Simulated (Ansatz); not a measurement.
The starting structures come from a database of crystals and need not be the phases stable at ambient conditions.

 Where the default PAW files enter, the runs use the earlier of Ansatz's two default sets.

Inside the gap of an insulator the Bloch states are evanescent, with a wavenumber k + iκ along the transport direction.

Given:

```
CELL_PARAMETERS angstrom
      3.82886     0.00000     0.00000
     -1.91443     5.35268     0.00000
      0.00000     0.00000    13.05291
ATOMIC_POSITIONS crystal
  Si 0.75727 0.51454 0.94511
  Si 0.24273 0.48546 0.05489
  Si 0.24273 0.48546 0.44511
  Si 0.75727 0.51454 0.55489
  Si 0.42869 0.85738 0.15727
  Si 0.57131 0.14262 0.84273
  Si 0.57131 0.14262 0.65727
  Si 0.42869 0.85738 0.34273
  Si 0.97127 0.94254 0.90937
  Si 0.02873 0.05746 0.09063
  Si 0.02873 0.05746 0.40937
  Si 0.97127 0.94254 0.59063
```

Space group of this cell: Cmcm. The cell is strained (lengths along the current scaled by 1.03, ions clamped); by r2SCAN its mean pressure is -2.1 GPa.

Transport runs along the normal of the first two printed cell vectors.

No gap correction and no spin-orbit coupling; mid-gap values are interpolated between computed energies.

Q: Predict the band gap and the smallest decay constant κ at mid-gap from Ansatz (a quantum-chemistry and plane-wave program) with r2SCAN.

A: Gap 0.70 eV on a 8×8×4 mesh; κ = 0.143 1/Å, at the zone centre.
